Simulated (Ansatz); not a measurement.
Data:

```yaml
crystal:
  lattice:
    - [-1.57724, 1.57724, 1.57724]
    - [1.57724, -1.57724, 1.57724]
    - [1.57724, 1.57724, -1.57724]
  atoms:
    - { symbol: W, position: [0.00000, 0.00000, 0.00000] }
```

Method: PBEsol with spin-orbit coupling, rigid bands (plane waves, PAW; Ansatz, a quantum-chemistry and plane-wave program). Condition of this run: spin-orbit coupling switched on. Cell: cell and atoms relaxed with PBEsol.

Problem. Predict the product ρ₀λ of resistivity and mean free path that follows from the Fermi surface's area.

Solution. 9.5 ×10⁻¹⁶ Ω·m².

Problem. And the Drude plasma energy and the root-mean-square Fermi velocity at 300 K?

Solution. 7.0 eV; 8.8e5 m/s.

A metal at this level (no band gap); rigid bands, thermally averaged at 300 K, both spins. τ is one relaxation time for all states; the product of resistivity and mean free path takes one path for all states instead.
